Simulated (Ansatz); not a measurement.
# Fluorite PtAl2

The numbers are results of PBEsol in Ansatz (PAW), not measurements.

Numerical settings: plane-wave cutoff 520 eV, 12×12×12 k mesh, Fermi–Dirac smearing 0.1 eV, perturbation theory, force constants from a 4×4×4 q mesh, scalar-relativistic PAW data made under PBE.

Cell: relaxed at this level.

```
Quantity                  Result
-----------------  -------------
zero-point energy  0.039 eV/atom
```

Spin–orbit coupling is not included.

Ansatz is a first-principles code.
